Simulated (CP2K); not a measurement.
A self-consistent single point of SnSe (Pmmn, 8 atoms in the cell) with CP2K.

Computed with LDA (Pade form), GPW, DZVP-MOLOPT-SR-GTH basis, GTH-PADE potentials (GTH_POTENTIALS) in CP2K.

```
SnSe
1.0
    5.74418     0.00000     0.00000
    0.00000    13.13297     0.00000
    0.00000     0.00000     3.04576
Sn Se
4 4
Direct
  0.50000   0.37024   0.91328
  0.50000   0.62976   0.91328
  0.00000   0.12976   0.08672
  0.00000   0.87024   0.08672
  0.50000   0.16081   0.03099
  0.50000   0.83919   0.03099
  0.00000   0.33919   0.96901
  0.00000   0.66081   0.96901
```

Reference input (self-consistent single point, DFT LDA (Pade form), GPW, DZVP-MOLOPT-SR-GTH basis, GTH-PADE potentials (GTH_POTENTIALS)): CUTOFF = 400 Ry; REL_CUTOFF = 60 Ry; SMEAR/METHOD = MARZARI_VANDERBILT; SIGMA = 0.136 eV; KPOINTS/SCHEME = MONKHORST-PACK 5 2 9; GAMMA_CENTERED = T; XC_FUNCTIONAL = PADE; Sn/BASIS_SET = DZVP-MOLOPT-SR-GTH; Sn/POTENTIAL = GTH-PADE-q4; Se/BASIS_SET = DZVP-MOLOPT-SR-GTH; Se/POTENTIAL = GTH-PADE-q6; METHOD = GPW. This run's input differs from it in these lines:

```diff
@@ -34,4 +34,4 @@
       &SMEAR ON
-        METHOD MARZARI_VANDERBILT
-        SIGMA [eV] 0.136
+        METHOD GAUSSIAN
+        SIGMA [eV] 0.2
       &END SMEAR
```

Output, abridged:

```
 SCF WAVEFUNCTION OPTIMIZATION

  Step     Update method      Time    Convergence         Total energy    Change
     1 NoMix/Diag. 0.20E+00      -     0.46575527       -52.3967500145 -5.24E+01
     2 Broy./Diag. 0.20E+00      -     0.03530873       -52.3123114493  8.44E-02
     3 Broy./Diag. 0.20E+00      -     0.03208958       -52.3503520721 -3.80E-02
     4 Broy./Diag. 0.20E+00      -     0.01182507       -52.3250255734  2.53E-02
     5 Broy./Diag. 0.20E+00      -     0.00408090       -52.2733265638  5.17E-02
     6 Broy./Diag. 0.20E+00      -     0.00121980       -52.2442685649  2.91E-02
   [... 3 lines left out ...]
    10 Broy./Diag. 0.20E+00      -     0.00001758       -52.2396799380 -2.84E-05
    11 Broy./Diag. 0.20E+00      -     0.00000142       -52.2397533296 -7.34E-05
    12 Broy./Diag. 0.20E+00      -     0.00000330       -52.2397783065 -2.50E-05
    13 Broy./Diag. 0.20E+00      -     0.00000005       -52.2397815432 -3.24E-06
  *** SCF run converged in    13 steps ***

  Overlap energy of the core charge distribution:               0.00000000096994
  Self energy of the core charge distribution:               -109.49172666614697
  Core Hamiltonian energy:                                     23.46294053898614
  Hartree energy:                                              45.98513290053751
  Exchange-correlation energy:                                -12.19312422569713
  Smearing free energy correction:                             -0.00300409178596
  Fermi energy:                                                 0.13551799525495

  Total energy:                                               -52.23978154315059
  Total energy (extrapolated to sigma->0):                    -52.23827949725761

                     Mulliken Population Analysis

   [... lines left out ...]

 STRESS| Analytical stress tensor [bar]
 STRESS|                        x                   y                   z
 STRESS|      x       -1.55155695857E+04   6.80528292286E-08  -1.50217568341E-08
 STRESS|      y        6.80528292286E-08  -4.43907536903E+04   3.83728664321E-02
 STRESS|      z       -1.50217568341E-08   3.83728664321E-02  -4.46315709110E+04
 STRESS| 1/3 Trace                                            -3.48459647290E+04
```

The run converged in 13 iterations. Against the reference run the free energy goes down by 5.1 meV/atom, the pressure moves little (-3.51 to -3.48 GPa) and the largest force stays at 0.184 eV/Å.

The starting cell comes from a database of computed structures (which also holds hypothetical and non-ambient phases and stackings), without a prior relaxation at this level. Values carry the incompleteness of an atom-centred basis. With a pressure of about -3 GPa the cell is away from its equilibrium volume at this level. The run gives no clean gap (levels at the Fermi energy touch, overlap or are partly filled at this smearing), which alone does not show that the compound is a metal.
